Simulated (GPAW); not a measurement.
A self-consistent single point of SiNi (P2_13, 8 atoms in the cell) with GPAW.

Level of theory: LDA (Perdew-Wang 92), GPAW PAW datasets LDA (gpaw-data 1.0.1) (plane waves; GPAW 25.7.0).

The change in words: lattice scaled by 0.98. Reference geometry:
```
CELL_PARAMETERS angstrom
      4.50369     0.00000     0.00000
      0.00000     4.50369     0.00000
      0.00000     0.00000     4.50369
ATOMIC_POSITIONS crystal
  Si 0.65317 0.15317 0.34683
  Si 0.84683 0.84683 0.84683
  Si 0.15317 0.34683 0.65317
  Si 0.34683 0.65317 0.15317
  Ni 0.35050 0.85050 0.64950
  Ni 0.14950 0.14950 0.14950
  Ni 0.85050 0.64950 0.35050
  Ni 0.64950 0.35050 0.85050
```

Reference input (self-consistent single point, DFT LDA (Perdew-Wang 92), plane waves, GPAW PAW datasets LDA (gpaw-data 1.0.1)): mode = pw; ecut = 800 eV; xc = LDA; kpts = 9 9 9; mesh shift (steps) = 0 0 0; occupations.name = fermi-dirac; occupations.width = 0.1 eV; nbands = -16; convergence.density = 1e-05 e/electron; symmetry.symmorphic = false; symmetry.tolerance = 0.0005; maxiter = 120. This run's input differs from it in these lines:

```diff
@@ -5,13 +5,13 @@
 atoms = Atoms(['Si', 'Si', 'Si', 'Si', 'Ni', 'Ni', 'Ni', 'Ni'],
-              cell=[[4.503690, 0.000000, 0.000000],
-                    [0.000000, 4.503690, 0.000000],
-                    [0.000000, 0.000000, 4.503690]],
-              positions=[[2.941675, 0.689830, 1.562015],
-                         [3.813860, 3.813860, 3.813860],
-                         [0.689830, 1.562015, 2.941675],
-                         [1.562015, 2.941675, 0.689830],
-                         [1.578543, 3.830388, 2.925147],
-                         [0.673302, 0.673302, 0.673302],
-                         [3.830388, 2.925147, 1.578543],
-                         [2.925147, 1.578543, 3.830388]],
+              cell=[[4.413616, 0.000000, 0.000000],
+                    [0.000000, 4.413616, 0.000000],
+                    [0.000000, 0.000000, 4.413616]],
+              positions=[[2.882842, 0.676034, 1.530774],
+                         [3.737582, 3.737582, 3.737582],
+                         [0.676034, 1.530774, 2.882842],
+                         [1.530774, 2.882842, 0.676034],
+                         [1.546972, 3.753780, 2.866644],
+                         [0.659836, 0.659836, 0.659836],
+                         [3.753780, 2.866644, 1.546972],
+                         [2.866644, 1.546972, 3.753780]],
               pbc=True)
```

Log, with long lists cut:

```
     iter     time        total  log10-change:
                         energy   eigst   dens
iter:   1 --:--:--   -61.747574
iter:   2 --:--:--   -61.596967   -0.14  -1.43
iter:   3 --:--:--   -61.251000   -0.79  -1.47
iter:   4 --:--:--   -61.799874   -1.32  -1.56
iter:   5 --:--:--   -61.392446   -2.35  -1.72
iter:   6 --:--:--   -61.402104   -2.73  -2.00
iter:   7 --:--:--   -61.375399c  -3.69  -2.13
iter:   8 --:--:--   -61.371620c  -3.88  -2.77
iter:   9 --:--:--   -61.371782c  -4.75  -3.13
iter:  10 --:--:--   -61.371192c  -4.80  -3.23
iter:  11 --:--:--   -61.371195c  -6.32  -3.91
iter:  12 --:--:--   -61.371180c  -7.14  -3.95
iter:  13 --:--:--   -61.371204c  -6.63  -4.02
iter:  14 --:--:--   -61.371187c  -7.37  -4.05
iter:  15 --:--:--   -61.371176c  -6.95  -4.10
iter:  16 --:--:--   -61.371184c  -7.48c -4.24
iter:  17 --:--:--   -61.371189c  -7.24  -4.30
iter:  18 --:--:--   -61.371188c  -8.57c -4.86
iter:  19 --:--:--   -61.371187c  -9.00c -4.94
iter:  20 --:--:--   -61.371185c  -9.00c -5.02c
Converged after 20 iterations.

Dipole moment: (-0.000000, 0.000000, 0.000000) |e|*Ang

Energy contributions relative to reference atoms: (reference = -196637.236211)

Kinetic:        +69.031339
Potential:      -45.106749
External:        +0.000000
XC:             -85.259706
Entropy (-ST):   -0.085239
Local:           +0.006550
SIC:             +0.000000
--------------------------
Free energy:    -61.413805
Extrapolated:   -61.371185

Showing only first 2 kpts
 Kpt  Band  Eigenvalues  Occupancy
  0    38      9.96068    2.00000
  0    39     12.86285    0.00003
  0    40     12.86285    0.00003
  0    41     12.86285    0.00003

  1    38     10.25452    2.00000
  1    39     12.31349    0.00793
  1    40     12.45833    0.00187
  1    41     12.71449    0.00014

Fermi level: 11.76087

No gap
   [... lines left out ...]
  2 Si    0.02299   -0.02299    0.02299
  3 Si   -0.02299    0.02299    0.02299
  4 Ni   -0.02113   -0.02113    0.02113
  5 Ni    0.02113    0.02113    0.02113
  6 Ni   -0.02113    0.02113   -0.02113
  7 Ni    0.02113   -0.02113   -0.02113

Stress tensor:
    -0.029231     0.000000     0.000000
     0.000000    -0.029231     0.000000
     0.000000     0.000000    -0.029231
Stress (GPa, Voigt): [-4.6834 -4.6834 -4.6834  0.      0.      0.    ]
```

The run converged in 20 iterations. GPAW prints stress with tension positive. Against the reference run the free energy drops by 7.8 meV/atom, the pressure goes from -7.69 to 4.68 GPa and the largest force goes from 0.069 to 0.040 eV/Å.

The starting cell comes from a database of computed structures (which also holds hypothetical and non-ambient phases and stackings), without a prior relaxation at this level. For this run, on top of that: lattice scaled by 0.98. Spin polarisation is off. With a pressure of about 5 GPa the cell is away from its equilibrium volume at this level.

Cost on one core of a shared machine: roughly 3 min.
